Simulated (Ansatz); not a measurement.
An Ansatz (a program for electronic structure) run: Ni3Sn with a change (non-magnetic); DFT with PBEsol, PAW potentials and a 420 eV plane-wave cutoff in Ansatz, no SOC.

Input:

Ansatz 0.2 input:
```yaml
crystal:
  lattice:
    - [5.2311840789, 0, 0]
    - [-2.6155920395, 4.5303383042, 0]
    - [0, 0, 4.1927600696]
  atoms:
    - { symbol: Ni, position: [0.8404874422, 0.6809748844, 0.25] }
    - { symbol: Ni, position: [0.1595125578, 0.3190251156, 0.75] }
    - { symbol: Ni, position: [0.1595125578, 0.8404874422, 0.75] }
    - { symbol: Ni, position: [0.8404874422, 0.1595125578, 0.25] }
    - { symbol: Ni, position: [0.3190251156, 0.1595125578, 0.25] }
    - { symbol: Ni, position: [0.6809748844, 0.8404874422, 0.75] }
    - { symbol: Sn, position: [0.3333333333, 0.6666666667, 0.25] }
    - { symbol: Sn, position: [0.6666666667, 0.3333333333, 0.75] }
basis: { ecutwfc: 420, ecutrho_ratio: 4, xc_grid: 2, fft_grid_basis: typed }
kpoints: { mp_grid: { grid: [10, 10, 11] } }
hamiltonian:
  xc: pbesol
  dispersion: none
  pseudopotentials: { kind: paw }
scf: { occupations: { method: fermi_dirac, width: 0.05 }, convergence: { dr2_threshold: 0.0000000008 } }
output: { forces: true, stress: true }
checkpoint: { write: state.ck, write_every: 1000 }
```

Output (explanatory and most iteration lines left out):

```
Pseudopotential: Ni, paw, valence charge 18
Pseudopotential: Sn, paw, valence charge 14
Crystal: 8 atoms, lattice volume = 99.364 Å³
Basis set: ecut = 420 eV, 1941 PW (Γ), exchange–correlation on 72×72×60 points (8 copies of the dense FFT grid, shifted against one another)
Bands: 79, of which v1, the nominal top of the filled ones, is band 68 counted from 1 (67 counted from 0)
Symmetry: 24 space group operations
Space group: P63/mmc (ITA 194), of the structure as read, at distance tolerance 4.6e-5 Å
k-points: 84 of 1100
Functional: x = pbesol(κ = 0.804, μ = 0.12345679012345678), c = pbesol(β = 0.046)
SCF iter   1: F=—  HF=-46731.208533 eV  |F-HF|=—  |Δ(HF+E_count)|=         —  Δρ=2.38e-2  dr2=3.21e-1  ethr=1.77e-3  ⟨swp⟩=6.0  Hψ=23762  notcnv=0  defer=13
SCF iter   2: F=—  HF=-46731.157854 eV  |F-HF|=—  |Δ(HF+E_count)|=   5.07e-2  Δρ=5.47e-3  dr2=2.08e-2  ethr=2.36e-4  ⟨swp⟩=2.5  Hψ=11832  notcnv=0  defer=218
SCF 1 converged in 9 iterations: F = -46731.153830 eV  dr2 = 1.57e-10
SCF converged after 9 iterations
Free energy (F): -46731.153830 eV
Internal energy: -46731.117716 eV  (E = F + TS)
E sigma→0 (E₀):  -46731.135773 eV
Entropy (-TS):   -0.036114 eV (-4.514 meV/atom)
Fermi energy:    18.211347 eV
--- Forces (eV/Å), atoms counted from 1 ---
  atom   1  Ni     0.00000000    -0.00041486     0.00000000
  atom   2  Ni    -0.00000000     0.00041486     0.00000000
  atom   3  Ni     0.00035928    -0.00020743     0.00000000
  atom   4  Ni    -0.00035928     0.00020743     0.00000000
  atom   5  Ni     0.00035928     0.00020743     0.00000000
  atom   6  Ni    -0.00035928    -0.00020743     0.00000000
  atom   7  Sn    -0.00000000     0.00000000     0.00000000
  atom   8  Sn     0.00000000    -0.00000000     0.00000000
--- Stress (GPa, compression-positive) ---
        0.005140      -0.000000       0.000000
       -0.000000       0.005140       0.000000
        0.000000       0.000000      -0.010115
  P = ⅓ Tr σ = 0.0001 GPa (0.001 kbar)
```

Stability against distortions was not tested. The final runs are not spin-polarised. The cell was made from Ni3Sn (space group P6_3/mmc, No. 194; non-magnetic) by this change: non-magnetic.
